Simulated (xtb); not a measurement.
xtb 6.7.1, GFN2-xTB: Ba(fmdH)(k2OAc)(OH2)2 (CC1[O][Ba]2(<-[OH2])(<-[OH2])([NH]C=[NH]->2)<-[O]=1), 20 atoms. The geometry is a generated start, not checked to be a minimum at this level.

```yaml
method: GFN2-xTB
"--acc": 1 (default)
"--etemp (K)": 300 (default)
detailed input (--input): "none: ANC optimiser, Lindh (1995) Hessian, microcycle=20, maxdispl=1.0, hlow=0.01 (default)"
basis_functions: 56
valence_electrons: 58
```

```xyz
20

Ba    -0.1597    -0.2531    -0.9296
C      2.3276     0.2053    -2.0943
N      1.9349    -1.0217    -1.9178
N      1.5555     1.2145    -1.8067
H      3.3321     0.3985    -2.5015
H      2.6368    -1.6947    -2.2020
H      2.0049     2.1069    -1.9734
C     -0.8226     0.6711     3.1869
C     -0.6493     0.3041     1.7210
O     -1.2518     0.9761     0.8636
O      0.0710    -0.6774     1.4404
H      0.0768     0.4147     3.7384
H     -1.0444     1.7294     3.2792
H     -1.6566     0.0983     3.5856
O     -2.3400     0.9741    -1.7119
H     -2.2623     1.8631    -2.0733
H     -2.4034     1.1169    -0.7571
O     -0.7562    -2.7459    -0.1949
H     -0.5618    -2.3114     0.6510
H     -0.0315    -3.3689    -0.3035
```

The structure is relaxed from this start with --opt LEVEL for the levels crude, sloppy, loose, lax, normal, tight, vtight, extreme, once each. Up to the end of the extreme run atoms move by at most 0.61 Å along an axis.

Which level is enough to come within 1 meV of the tightest end point?

normal: 35 cycles against 68, ending 0.69 meV above.

| level | cycles | energy above the extreme run (meV) | gradient norm (eV/Å) |
|---|---|---|---|
| crude | 1 | 13 | 0.12 |
| sloppy | 1 | 13 | 0.12 |
| loose | 1 | 13 | 0.12 |
| lax | 1 | 13 | 0.12 |
| normal | 35 | 0.69 | 0.031 |
| tight | 44 | 0.27 | 0.012 |
| vtight | 68 | under 0.01 | 0.0025 |
| extreme | 68 | — | 0.0025 |
